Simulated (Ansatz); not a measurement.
Start from W in the bcc (W type) structure (space group Im-3m, No. 229; a = 3.1542 Å; relaxed with 0.1 eV smearing). Axes: x, y, z lie along the cube axes.

Now apply this change: uniaxial strain ε_zz = −2.88 %, all other strain components held at zero, atoms relaxed at fixed cell.

Levels (all Ansatz, a quantum-chemistry and plane-wave program, PAW): PBEsol (420 eV, no spin-orbit coupling); PBEsol+SOC (420 eV, noncollinear with spin-orbit coupling).

The geometry is relaxed with PBEsol.

```
Item                Value
---------------  --------
PBEsol pressure  10.2 GPa
```

**Question.** What does PBEsol+SOC give at this geometry for the pressure?

**Answer.** The pressure goes up by 0.3 GPa, from 10.2 GPa to 10.5 GPa.

Single points use the geometry relaxed with PBEsol. The spin-orbit shifts are approximate. Stability against distortions was not tested. The runs without spin-orbit coupling are not spin-polarised.
